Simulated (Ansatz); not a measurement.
**Relaxation of cell and atoms of NbAu3 (Pm-3n, 8 atoms in the cell) at several settings**

```
NbAu3
1.0
    5.14647     0.00000     0.00000
    0.00000     5.14647     0.00000
    0.00000     0.00000     5.14647
Au Nb
6 2
Direct
  0.25000   0.00000   0.50000
  0.75000   0.00000   0.50000
  0.00000   0.50000   0.25000
  0.00000   0.50000   0.75000
  0.50000   0.25000   0.00000
  0.50000   0.75000   0.00000
  0.00000   0.00000   0.00000
  0.50000   0.50000   0.50000
```

Base: PBE (Ansatz, a quantum-chemistry and plane-wave program). Its settings: basis.ecutwfc = 420 eV; kpoints.mp_grid.grid = 7 7 7; hamiltonian.xc = pbe; hamiltonian.pseudopotentials = {kind: paw}, with the files named one by one; scf.occupations.method = cold; scf.occupations.width = 0.272 eV. Starting volume 17.04 Å³ per atom.

Each line gives the change from the base single point and the result:

- relax: default → cell and atoms: pressure -0.01 GPa; final cell a = b = c = 5.276 Å, α = β = γ = 90.00°; final volume per atom 18.36 Å³; relaxation steps 6; free energy against the base single point -52.4 meV/atom.
- relax: default → cell and atoms; relax.cell.p_target: default → 10 GPa: pressure 9.99 GPa; final cell a = 5.177 Å, b = 5.177 Å, c = 5.177 Å, α = 90.00°, β = 90.00°, γ = 90.00°; final volume per atom 17.35 Å³; relaxation steps 5; free energy against the base single point -22.8 meV/atom.

The starting cell was generated: these elements placed on a structure prototype, without a prior relaxation; it need not be a known phase or ordering of this composition. Spin polarisation is off. Ansatz's pressure includes its estimate of the finite-basis (Pulay) stress.

Left out of this page: 1 run of the series outside the window shown, repeating another row's setting, or not comparable.

Keys are those of Ansatz 0.2.
